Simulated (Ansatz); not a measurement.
The parent structure is TlCl in the rock salt structure (space group Fm-3m, No. 225; a cell from a computed database, its experimental status unchecked).

```yaml
crystal:
  lattice:
    - [0.00000, 3.16704, 3.16704]
    - [3.16704, 0.00000, 3.16704]
    - [3.16704, 3.16704, 0.00000]
  atoms:
    - { symbol: Tl, position: [0.00000, 0.00000, 0.00000] }
    - { symbol: Cl, position: [0.50000, 0.50000, 0.50000] }
```

The values are results of DFT with PBEsol, PAW potentials and a 420 eV plane-wave cutoff in Ansatz (a quantum-chemistry and plane-wave program), no spin-orbit coupling, not measurements.

One change was made to it. Results:

The electron mass becomes 0.16 mₑ along k, 0.31 mₑ across (at L) (base: 0.26 mₑ along k, 0.36 mₑ across (at L)); the band gap shrinks by 0.905 eV, from 2.09 eV to 1.19 eV; the hole mass becomes 0.19 mₑ along k, 0.30 mₑ across (at L) (base: 0.37 mₑ along k, 0.43 mₑ across (at L)); the shortest interatomic distance decreases by 0.193 Å to 2.974 Å.

### Question
Which change produced these results?
A) pressure 3 GPa
B) pressure −2 GPa
C) pressure −1 GPa
D) pressure 7 GPa

### Answer
D, pressure 7 GPa. For comparison, the band gap in the other runs: pressure −1 GPa gives 2.28 eV; pressure −2 GPa gives 2.49 eV; pressure 3 GPa gives 1.65 eV.

With Tl present, leaving out spin-orbit coupling can change the band edges. Load acts through the strain it causes; cell and atoms are relaxed under it. Effective masses come from finite differences of ±0.01 Å⁻¹. Along k means along the line from Γ to the band edge. Whether these cells are dynamically stable was not tested. Competing high-pressure phases were not computed. This is not the structure that TlCl has at room temperature and ambient pressure.
